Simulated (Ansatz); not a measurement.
# ZrC in the rock salt structure (space group Fm-3m, No. 225)

```cif
data_CZr
_chemical_formula_sum 'C1 Zr1'
_space_group_name_H-M_alt 'P 1'
_space_group_IT_number 1
_cell_length_a 3.30143
_cell_length_b 3.30143
_cell_length_c 3.30143
_cell_angle_alpha 60.000
_cell_angle_beta 60.000
_cell_angle_gamma 60.000
loop_
_space_group_symop_operation_xyz
  'x, y, z'
loop_
_atom_site_label
_atom_site_type_symbol
_atom_site_fract_x
_atom_site_fract_y
_atom_site_fract_z
_atom_site_occupancy
C1 C 0.00000 0.00000 0.00000 1
Zr1 Zr 0.50000 0.50000 0.50000 1
```

All numbers come from PBEsol (Ansatz, a quantum-chemistry and plane-wave program, PAW, without spin-orbit coupling). Γ-centred 17×17×17 mesh, Fermi–Dirac width 0.05 eV.

The volume per atom is 12.72 Å³. The density is 6.74 g/cm³, the band gap is zero and the total energy comes out as -2188.586 eV/atom (σ→0; compares only within this code and set-up).

Whether these cells are dynamically stable was not tested. The final runs are not spin-polarised.
